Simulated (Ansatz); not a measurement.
Take PtSe$_{2}$ in the CdI2 type structure (space group P-3m1, No. 164; layered; relaxed with 0.1 eV smearing) as the base.

```yaml
crystal:
  lattice:
    - [3.77228, 0.00000, 0.00000]
    - [-1.88614, 3.26689, 0.00000]
    - [0.00000, 0.00000, 4.81942]
  atoms:
    - { symbol: Pt, position: [0.00000, 0.00000, 0.00000] }
    - { symbol: Se, position: [0.66667, 0.33333, 0.26558] }
    - { symbol: Se, position: [0.33333, 0.66667, 0.73442] }
```

Cartesian axes are those of the cell as printed.

Method: Kohn–Sham DFT with the PBE-D3(BJ) functional, run in Ansatz (an electronic-structure program) with PAW and 420 eV plane waves, without spin-orbit coupling, earlier PAW set.

It is then changed as follows: biaxial strain −4.76 %, plane normal [001], relaxed out of plane (Cartesian); in-plane vectors clamped, the third vector and the atoms free.

Task: Estimate the effect on the out-of-plane strain.

Result: The out-of-plane strain amounts to +8.08 %.

Whether these cells are dynamically stable was not tested. The final runs are not spin-polarised.
